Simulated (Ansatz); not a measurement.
What biaxial strain −2.35 %, plane normal [001], relaxed out of plane does to SiC

The reference is SiC (space group P6_3mc, No. 186; a = 3.0950 Å, c = 15.1865 Å). Axes: x lies along a and z along c of the hexagonal cell.

Perturbation: biaxial strain −2.35 %, plane normal [001], relaxed out of plane (Cartesian); in-plane vectors clamped, the third vector and the atoms free.

Calculations: PBE (Ansatz, a program for electronic structure; PAW; 420 eV plane waves; without spin-orbit coupling), earlier PAW set. k-mesh 10×10×2 (Γ-centred); smearing 0.05 eV (Fermi–Dirac).

The volume per atom falls by 0.44 Å³, from 10.50 Å³ to 10.06 Å³ and the space group stays P6_3mc (No. 186). The pressure (mean of the normal stresses, compression positive) goes from zero to 10.01 GPa and the band gap shrinks by 0.16 eV (2.03 eV → 1.87 eV) (an upper bound: an edge found on the path is not a true extremum; the base alone). The out-of-plane strain comes out as +0.49 % and the ratio −ε⊥/ε∥ is 0.21. The mean in-plane stress (compression positive) amounts to +15.0 GPa.

Final structure (turned so that z lies along the plane normal):

```
CELL_PARAMETERS angstrom
      3.02227     0.00000     0.00000
      1.51113     2.61736     0.00000
      0.00000     0.00000    15.26054
ATOMIC_POSITIONS crystal
  Si 0.00000 0.00000 0.99933
  Si 0.00000 0.00000 0.49933
  Si 0.66667 0.66667 0.83257
  Si 0.33333 0.33333 0.33257
  Si 0.66667 0.66667 0.16606
  Si 0.33333 0.33333 0.66606
  C  0.00000 0.00000 0.87503
  C  0.00000 0.00000 0.37503
  C  0.66667 0.66667 0.70860
  C  0.33333 0.33333 0.20860
  C  0.66667 0.66667 0.04210
  C  0.33333 0.33333 0.54210
```

Gaps are read on the SCF mesh and a high-symmetry path. Stability against distortions was not tested.
